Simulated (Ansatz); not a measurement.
Point defects in SnTe

Consider a 24-atom supercell of SnTe in the rock salt structure (space group Fm-3m, No. 225; a = 6.409 Å) at its relaxed geometry.

One neutral defect a cell, atoms relaxed at fixed cell.

Method: PBE in Ansatz (plane waves to 420 eV, PAW, spin-orbit coupling left out), earlier PAW set.

```json
[
 {"change": "perfect supercell", "largest displacement of a host atom from its site in the perfect cell": "–", "pressure": "0.0 GPa"},
 {"change": "Te interstitial (started 2.27 Å from the nearest host atom), symmetric start", "largest displacement of a host atom from its site in the perfect cell": "0.61 Å", "pressure": "3.1 GPa"},
 {"change": "Te on a Sn site (antisite), symmetric start", "largest displacement of a host atom from its site in the perfect cell": "0.06 Å", "pressure": "-0.1 GPa"},
 {"change": "Te interstitial (started 2.78 Å from the nearest host atom), symmetric start", "largest displacement of a host atom from its site in the perfect cell": "1.33 Å", "pressure": "3.0 GPa"}
]
```

The cell is small, so the values are those of an ordered compound at a high defect concentration; dilute-limit values will differ. The defect started on the symmetric site and kept its symmetry, so it may sit on a saddle. The final runs are not spin-polarised.

Ansatz is an electronic-structure program.
